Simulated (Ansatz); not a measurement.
The reference is CuI in the zinc blende structure (space group F-43m, No. 216; a = 6.023 Å).

Levels (all Ansatz, a first-principles code, PAW): r2SCAN (500 eV, without spin-orbit coupling); HSE06+SOC (420 eV, with spin-orbit coupling).

The geometry is relaxed with r2SCAN.

| Property | Result |
|---|---|
| r2SCAN lowest conduction level above the VBM at special points | Γ 1.67 eV; L 2.57 eV; X 2.90 eV |
| r2SCAN valence-band top at Γ | 0.00, 0.00, 0.00 eV |

With HSE06+SOC at the same geometry, the lowest conduction level above the VBM at special points goes from Γ 1.67 eV; L 2.57 eV; X 2.90 eV to Γ 2.44 eV; L 3.39 eV; X 3.61 eV; the valence-band top at Γ (three highest Kramers pairs, from the VBM) becomes 0.00, 0.00, -0.65 eV (r2SCAN: 0.00, 0.00, 0.00 eV). The threefold valence maximum splits by Δso ≈ 0.65 eV.

Single points use the geometry relaxed with r2SCAN. The spin-orbit shifts are approximate. With I present, leaving out spin-orbit coupling can change the band edges. The levels and masses belong to the bands next to the band gap. No phonon test of stability was made. The runs without spin-orbit coupling are not spin-polarised.
